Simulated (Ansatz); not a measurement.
Response to strain in NaF

The parent structure is NaF in the rock salt structure (space group Fm-3m, No. 225; a = 4.701 Å).

Strains are applied to the cell and any free atomic positions relax.

Method: PBE (Ansatz, an electronic-structure program, PAW, spin-orbit coupling left out).

Candidates:
(a) isotropic strain +1.00 %
(b) isotropic strain +2.00 %
(c) isotropic strain −3.00 %

Notes on the quantities. energy relative to the base: free energy F.

Problem. Order them by energy relative to the base, highest first.

Solution. (c) isotropic strain −3.00 % (+16 meV/atom), (b) isotropic strain +2.00 % (+6.1 meV/atom), (a) isotropic strain +1.00 % (+1.6 meV/atom)

Whether these cells are dynamically stable was not tested.
